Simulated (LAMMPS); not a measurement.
System: SiC (zinc blende), 1000 atoms, at 200 K and 0 GPa, heated as the crystal.

All values are model results, not measurements: classical MD, pair style tersoff, file SiC_1994.tersoff, run in LAMMPS.

```csv
angle (°),"probability per degree, C-Si-C"
100.5,0.0000
103.5,0.0004
106.5,0.0516
109.5,0.2338
112.5,0.0473
115.5,0.0002
118.5,0.0000
```

The data show:
- state found: crystal; no diffusion seen in 30 ps
- most common C-Si-C angle: in the 3° bin centred on 109.5° (mean of all 109°)

Caution: nuclei are classical, which matters for such light atoms.
